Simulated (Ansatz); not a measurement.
## Rock-salt LaTe

Calculation: r²SCAN-D4 (plane waves, PAW; Ansatz, a program for electronic structure).

Run with plane-wave cutoff 560 eV, 16×16×16 k mesh, Fermi–Dirac smearing 0.05 eV, scalar-relativistic PAW data made under PBE.

Cell (relaxed at this level):

```yaml
crystal:
  lattice:
    - [0.00000, 3.23641, 3.23641]
    - [3.23641, 0.00000, 3.23641]
    - [3.23641, 3.23641, 0.00000]
  atoms:
    - { symbol: La, position: [0.00000, 0.00000, 0.00000] }
    - { symbol: Te, position: [0.50000, 0.50000, 0.50000] }
```

```json
{
  "bulk_modulus": "59.1 GPa",
  "band_gap": "none",
  "pressure derivative B′ of the bulk modulus": "4.5"
}
```

Spin–orbit coupling is not included; it can open a gap where bands touch, and shift volumes and moduli.

Computed values are for the static lattice.

It cost around 3 core-minutes (rough) of CPU time.
